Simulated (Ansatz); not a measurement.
Take Ga2Pt (space group Fm-3m, No. 225; a = 5.922 Å; relaxed with 0.1 eV smearing) as the base. Axes: x, y, z lie along the cube axes.

Method: Kohn–Sham DFT with the PBEsol functional, run in Ansatz (an electronic-structure program) with PAW and 420 eV plane waves, spin-orbit coupling left out.

It is then changed as follows: uniaxial strain ε_zz = −1.99 %, all other strain components held at zero, atoms relaxed at fixed cell.

**Question.** Predict the stress tensor and what it implies for the stiffness.

**Answer.** Stress of the strained cell less that of the base (GPa, compression positive):
```
    2.6     0.0     0.0
    0.0     2.6     0.0
    0.0     0.0     3.2
```

Then −Δσ_ii/ε with ε = -0.0199 gives secant stiffness values (nonlinear terms included at this strain): C33 ≈ 160 GPa, C13 ≈ 129 GPa and C23 ≈ 129 GPa.

Stability against distortions was not tested. All final runs are without spin polarisation.
